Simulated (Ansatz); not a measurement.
# Pressure series in hypothetical P6_3/mmc SnSe2

Base system: SnSe₂ in the 2H-MoS2 type structure (space group P6_3/mmc, No. 194; a = 3.833 Å, c = 11.505 Å; a hypothetical phase, not in the database extracts checked; layered, stacked along the Cartesian z axis).

Cell and atoms are relaxed at each pressure.

Levels (all Ansatz, a quantum-chemistry and plane-wave program, PAW, earlier PAW set): PBE-D3(BJ) (420 eV, scalar-relativistic without spin-orbit coupling); PBEsol-D3(BJ) (420 eV, without spin-orbit coupling).

The base cell above is that of PBE-D3(BJ); each level relaxes its own structures.

```json
[
 {"case": "pressure 0.3 GPa", "volume per atom, PBE-D3(BJ)": "24.27 Å³", "volume per atom, PBEsol-D3(BJ)": "23.05 Å³"},
 {"case": "pressure 0.7 GPa", "volume per atom, PBE-D3(BJ)": "24.10 Å³", "volume per atom, PBEsol-D3(BJ)": "[?]"},
 {"case": "pressure 1.5 GPa", "volume per atom, PBE-D3(BJ)": "23.78 Å³", "volume per atom, PBEsol-D3(BJ)": "[?]"},
 {"case": "pressure 3 GPa", "volume per atom, PBE-D3(BJ)": "23.24 Å³", "volume per atom, PBEsol-D3(BJ)": "22.20 Å³"},
 {"case": "pressure 5 GPa", "volume per atom, PBE-D3(BJ)": "22.61 Å³", "volume per atom, PBEsol-D3(BJ)": "21.67 Å³"},
 {"case": "pressure 7.5 GPa", "volume per atom, PBE-D3(BJ)": "21.94 Å³", "volume per atom, PBEsol-D3(BJ)": "21.09 Å³"},
 {"case": "pressure 10 GPa", "volume per atom, PBE-D3(BJ)": "21.36 Å³", "volume per atom, PBEsol-D3(BJ)": "[?]"}
]
```

Question: Complete the table.

Answer: 
- pressure 0.7 GPa, volume per atom, PBEsol-D3(BJ): 22.91 Å³
- pressure 1.5 GPa, volume per atom, PBEsol-D3(BJ): 22.65 Å³
- pressure 10 GPa, volume per atom, PBEsol-D3(BJ): 20.58 Å³

PBE-D3(BJ) lies above PBEsol-D3(BJ) in every row, by 0.78 Å³ to 1.22 Å³. They put the cases in the same order.

Load acts through the strain it causes; cell and atoms are relaxed under it. Whether these cells are dynamically stable was not tested. Competing high-pressure phases were not computed. The final runs are not spin-polarised.
